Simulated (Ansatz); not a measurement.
Given:

```
ZrB2
1.0
    3.15557     0.00000     0.00000
    1.57779     2.73281     0.00000
    0.00000     0.00000     3.55175
Zr B
1 2
Direct
  0.00000   0.00000   0.00000
  0.66667   0.66667   0.50000
  0.33333   0.33333   0.50000
```

No spin polarisation.

Computed with plane-wave PAW DFT at the PBE level (Ansatz, a first-principles code, 420 eV), no SOC. Settings: 21×21×16 k-points, 0.1 eV Fermi–Dirac smearing.

Predict the in-plane stress, band gap and space group.

Mean in-plane stress (compression positive): +2.8 GPa
Band gap: zero
Space group: P6/mmm (No. 191)

The cells carry an imposed strain or load. Whether these cells are dynamically stable was not tested. The final runs are not spin-polarised. The cell was made from ZrB₂ (space group P6/mmm, No. 191) by this change: biaxial strain −0.50 %, plane normal [001], relaxed out of plane.
